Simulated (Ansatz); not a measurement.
Pressure series in hypothetical P6_422 BeS

Consider BeS (space group P6_422, No. 181; a hypothetical phase, not in the database extracts checked).

```
BeS
1.0
    3.42362     0.00000     0.00000
   -1.71181     2.96494     0.00000
    0.00000     0.00000     7.74571
Be S
3 3
Direct
  0.00000   0.50000   0.33333
  0.50000   0.50000   0.66667
  0.50000   0.00000   0.00000
  0.00000   0.50000   0.83333
  0.50000   0.50000   0.16667
  0.50000   0.00000   0.50000
```

Cell and atoms are relaxed at each pressure.

Computed with plane-wave PAW DFT at the PBEsol level (Ansatz, an electronic-structure program, 420 eV), no spin-orbit coupling.

Notes on the quantities. band gap: an upper bound: an edge found on the path is not a true extremum; the base alone.

| case | band gap | c/a ratio | lattice parameter a |
|---|---|---|---|
| base | 2.48 eV | 2.262 | 3.424 Å |
| pressure 0.7 GPa | 2.47 eV | 2.263 | 3.416 Å |
| pressure 1.5 GPa | 2.46 eV | 2.263 | 3.407 Å |
| pressure 3 GPa | 2.43 eV | 2.264 | 3.392 Å |
| pressure 5 GPa | 2.39 eV | 2.265 | 3.373 Å |
| pressure 7.5 GPa | 2.34 eV | 2.266 | 3.350 Å |
| pressure 10 GPa | 2.29 eV | 2.267 | 3.329 Å |

Load acts through the strain it causes; cell and atoms are relaxed under it. Stability against distortions was not tested. Competing high-pressure phases were not computed. The base started in P3_121 and relaxed to P6_422 at this level.
